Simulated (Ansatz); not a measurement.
Consider WC (space group P-6m2, No. 187; a = 2.884 Å, c = 2.812 Å; relaxed with 0.1 eV smearing). Axes: x lies along a and z along c of the hexagonal cell.

Level of theory: Ansatz (a first-principles code) LDA, scalar-relativistic without spin-orbit coupling.

The change: uniaxial strain ε_xx = +1.00 %, all other strain components held at zero; the atoms relax in the strained cell.

Q: Predict the stress tensor and what it implies for the stiffness.

A: Stress of the strained cell less that of the base (GPa, compression positive):
```
   -7.3     0.0     0.0
    0.0    -2.5     0.0
    0.0     0.0    -1.9
```

Then −Δσ_ii/ε with ε = 0.0100 gives relaxed-ion elastic constants: C11 ≈ 731 GPa, C12 ≈ 248 GPa and C13 ≈ 191 GPa.

Whether these cells are dynamically stable was not tested. All final runs are without spin polarisation.
